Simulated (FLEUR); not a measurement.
FLEUR run on KCaCl3 (Cm, 5 atoms in the cell): self-consistent single point.

Level of theory: PBEsol, all-electron FLAPW (FLEUR), scalar-relativistic valence run with FLEUR.

The change in words: lattice scaled by 0.98. Reference geometry:
```yaml
crystal:
  lattice:
    - [3.82287, -3.82431, 0.00000]
    - [3.82287, 3.82431, 0.00000]
    - [-0.00053, 0.00000, 5.40652]
  atoms:
    - { symbol: K, position: [0.99805, 0.99805, 0.99998] }
    - { symbol: Ca, position: [0.49789, 0.49789, 0.48521] }
    - { symbol: Cl, position: [0.49552, 0.99942, 0.48278] }
    - { symbol: Cl, position: [0.99942, 0.49552, 0.48278] }
    - { symbol: Cl, position: [0.50729, 0.50729, 0.98514] }
```

Reference input (self-consistent single point, DFT, PBEsol, all-electron FLAPW (FLEUR), scalar-relativistic valence): Kmax = 4.3 1/bohr; GmaxXC = 12.9 1/bohr; xcFunctional = PBEs; jspins = 1; l_soc = F; mode = hist; fermiSmearingEnergy = 0.0001 Htr; mesh (inpgen div1-3) = 3 3 3; inpgen gamma flag = false; Gmax = 12.9 1/bohr; numbands = 0; maxIterBroyd = 25. This run's input differs from it in these lines:

```diff
@@ -3,5 +3,5 @@
 &input film=f /
-3.8228650000 -3.8243150000 0.0000000000
-3.8228650000 3.8243150000 -0.0000000000
--0.0005280000 -0.0000000000 5.4065200000
+3.7464080000 -3.7478290000 -0.0000000000
+3.7464080000 3.7478290000 0.0000000000
+-0.0005170000 0.0000000000 5.2983900000
 1.8897261246
@@ -47,5 +47,5 @@
          <bravaisMatrix>
-            <row-1>    7.2241678613189793    -7.2269079641996488     0.0000000000000000</row-1>
-            <row-2>    7.2241678613189793     7.2269079641996488     0.0000000000000000</row-2>
-            <row-3>   -0.0009977753937888     0.0000000000000000    10.2168420871723917</row-3>
+            <row-1>    7.0796850710104371    -7.0823703718334929     0.0000000000000000</row-1>
+            <row-2>    7.0796850710104371     7.0823703718334929     0.0000000000000000</row-2>
+            <row-3>   -0.0009769884064182     0.0000000000000000    10.0125060013193945</row-3>
          </bravaisMatrix>
```

Output (repeated stretches shortened):

```
 Iteration:     1   Distance:       4.24682217 me/bohr^3
 Iteration:     2   Distance:       3.83732987 me/bohr^3
 Iteration:     3   Distance:       1.75158656 me/bohr^3
 Iteration:     4   Distance:       0.55131860 me/bohr^3
 Iteration:     5   Distance:       0.40079288 me/bohr^3
   [... 7 lines left out ...]
 Iteration:    13   Distance:       0.00018237 me/bohr^3
 Iteration:    14   Distance:       0.00005070 me/bohr^3
 Iteration:    15   Distance:       0.00004473 me/bohr^3
 Iteration:    16   Distance:       0.00000732 me/bohr^3
 Reset of history
 Run finished successfully
 Stop message:
   Structural relaxation: new displacements generated

[file out, last iteration]
             iter=     17
[...]
          total density-effective poten   -4.2053850181E+03
          total charge density-energy d   -1.5050704134E+02
 Updated energy parameters for spin:           1
[...]
 fermi energy and band-weighting factors:

[...]
FERMIE:
          first approx. to ef    (T=0)  :   0.010013 htr   (energy of the highest occ. eigenvalue)
          number of occ. states  (T=0)  :        200
          first approx. to seigv (T=0)  : -14.451094 htr
          sum of weights of occ. states :  20.000000
          sum of semicore charge        :   0.000000 e
FERHIS:  Fermi-Energy by histogram:
          bandgap                     :   0.180852 htr
   [... lines left out ...]
          charge neutrality (T=0)     :   0.000000    (zero if the highest occ. eigenvalue is "entirely" occupied)
 Direct bandgap for spin            1 :   0.18573677804524735       Htr
 ---->    free energy=                     -2663.7247781596 htr
   [... lines left out ...]
 TOTAL FORCE FOR ATOM TYPE=  2  X=  7.049   Y=  0.000   Z=  4.858
                       FX_TOT= 0.001144 FY_TOT= 0.000000 FZ_TOT= 0.000297
 TOTAL FORCE FOR ATOM TYPE=  3  X=  3.504   Y= -3.514   Z=  4.834
                       FX_TOT=-0.000399 FY_TOT=-0.000412 FZ_TOT=-0.000213
 TOTAL FORCE FOR ATOM TYPE=  4  X= -6.976   Y=  0.000   Z= -0.149
                       FX_TOT=-0.000218 FY_TOT= 0.000000 FZ_TOT=-0.000029
```

The run converged in 16 iterations. FLEUR gives forces in its relaxation mode, with a further iteration, so its stop message speaks of a relaxation. Against the reference run the free energy falls by 6.3 meV/atom and the gap on the mesh goes from 4.782 to 4.921 eV.

The starting cell comes from a database of computed structures (which also holds hypothetical and non-ambient phases and stackings), without a prior relaxation at this level. For this run, on top of that: lattice scaled by 0.98. Values depend on the basis (sphere radii, cutoffs, local orbitals), which need not be converged.

Cost on one core of a shared machine: roughly 4 min.
